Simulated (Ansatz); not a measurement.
Consider this model of amorphous Pb₁₂Si₁₂O₃₆.

```xyz
60
Lattice="9.7786 0.0000 0.0000 0.0000 9.7786 0.0000 0.0000 0.0000 9.7786" Properties=species:S:1:pos:R:3 pbc="T T T"
Pb     7.3444     4.6630     6.8663
Pb     3.6478     0.3651     9.1591
Pb     7.0346     0.7456     1.0091
Pb     3.4200     3.7893     6.5181
Pb     0.0900     2.0302     8.2228
Pb     0.9289     5.7657     4.0299
Pb     6.8974     2.2428     4.2721
Pb     5.0463     7.0427     7.9800
Pb     0.5702     9.2408     2.4749
Pb     3.4896     2.9465     2.4006
Pb     7.3551     5.7452     1.9824
Pb     1.5660     5.4600     0.0909
Si     7.5701     8.6331     4.0542
Si     4.5504     9.5219     3.4505
Si     0.2400     8.7290     9.2910
Si     0.5594     2.3825     4.5473
Si     3.9026     6.9010     2.1746
Si     8.4106     8.0538     6.8942
Si     1.5867     7.3933     6.9582
Si     9.4468     3.1869     1.8066
Si     4.9012     3.9699     9.5961
Si     6.1835     1.6722     7.9102
Si     5.3635     5.1156     4.3698
Si     2.5593     0.3142     5.7623
O      5.2100     3.9971     1.4063
O      5.8579     4.9506     8.7033
O      7.3043     7.0272     7.4301
O      0.0049     7.1869     6.5006
O      2.2984     8.4805     5.9501
O      3.5077     8.3667     2.9068
O      7.9629     8.9773     5.6278
O      3.8249     0.4904     4.7290
O      2.5522     5.9438     2.2311
O      5.2878     5.5631     5.9473
O      5.1584     2.3639     9.0894
O      8.9099     9.0561     8.1085
O      1.5510     3.6433     4.8500
O      6.0142     2.5613     6.5613
O      2.3588     6.0046     6.9866
O      8.1798     7.2129     3.6084
O      0.4246     3.2876     0.3623
O      3.3143     4.1529     9.2707
O      4.4834     7.1844     0.7097
O      5.9349     8.8163     3.9539
O      9.5735     7.7785     0.7317
O      5.0121     6.2670     3.2489
O      5.6157     0.1361     7.9809
O      8.2104     0.0391     3.1032
O      0.5054     2.1887     2.8719
O      1.2369     0.9340     4.9991
O      6.9042     4.6324     4.0708
O      2.7653     1.0950     7.1612
O      7.9101     2.6763     1.7803
O      0.6356     0.4163     0.1297
O      9.5128     4.7182     2.4117
O      7.6586     1.8699     8.5933
O      1.5666     8.0993     8.4757
O      8.9108     2.5779     5.2525
O      4.3517     3.8318     4.2617
O      4.8556     0.8822     2.3179
```

All values below come from PBE-D3(BJ), scalar-relativistic without spin-orbit coupling (plane waves to 420 eV, PAW; Ansatz, a quantum-chemistry and plane-wave program).

A CHGNet melt-quench gave the starting glass, which DFT then relaxed. O atoms were pushed apart under 1.9 Å during the dynamics, to hinder bonds among them. The hot cell started wider than the set density and was brought back towards it in steps. It is the lowest in DFT energy of 2 quenches. It is a model cell: composition and starting density were chosen by hand, and all elements were melted together. The geometry includes D3(BJ) dispersion. Its density started from a set value of 5.52 and ended at 6.04 g/cm³. Cooling (nominally 110 K/ps over its main leg) ran many orders faster than in experiment, which tends to leave more defects and strain. Values belong to this one cell and scatter from quench to quench. The volume was free in the relaxation, at fixed shape. Stress components on the final sampling reach 1.0 GPa.

Cut-offs for bonds: Pb-Pb 3.21 Å, Pb-Si 2.83 Å, Pb-O 2.66 Å, Si-Si 2.60 Å, Si-O 1.92 Å, O-O 1.58 Å. Two cations that share two anions don't count as bonded, nor two that share one unless they lie closer than Pb-Pb 3.12 Å, Pb-Si 2.75 Å, Si-Si 2.38 Å.

### Question
Give the coordination numbers, mean bond lengths and angles.

### Answer

- Mean coordination of Pb by anions: 3.33 (8 with 3, 4 with 4)
- Mean coordination of Si by anions: 4.00 (12 with 4)
- Mean coordination of O: 2.44 (21 with 2, 14 with 3, 1 with 4)
- Mean Si-O bond: 1.644 Å (spread 0.026 Å, 48 counted)
- Mean Pb-O bond: 2.406 Å (spread 0.104 Å, 40 counted)
- Bond angle at Pb: mean 89.1°, spread 19.6°
- Bond angle at Si: mean 109.4°, spread 4.3°
- Bond angle at O: mean 120.9°, spread 18.5°

### Question
List the pairs of like atoms that count as bonded by the rules above.

### Answer
There are none by these rules.
